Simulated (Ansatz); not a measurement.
The parent structure is Mo in the bcc (W type) structure (space group Im-3m, No. 229; a = 3.1115 Å; relaxed with 0.1 eV smearing).

Calculations: Ansatz (a program for electronic structure) LDA, scalar-relativistic without spin-orbit coupling.

Base values:

```
Quantity    Value
--------  -------
Pressure  0.0 GPa
Band gap     zero
```

The change: every lattice vector is stretched by 3.00 %; the atoms relax in the strained cell.

### Question
What does the calculation give for the pressure, energy relative to the base and band gap after the change?

### Answer
The pressure goes from zero to -21.5 GPa; the energy increases by 101 meV/atom; the band gap remains zero.

No phonon test of stability was made. All final runs are without spin polarisation.
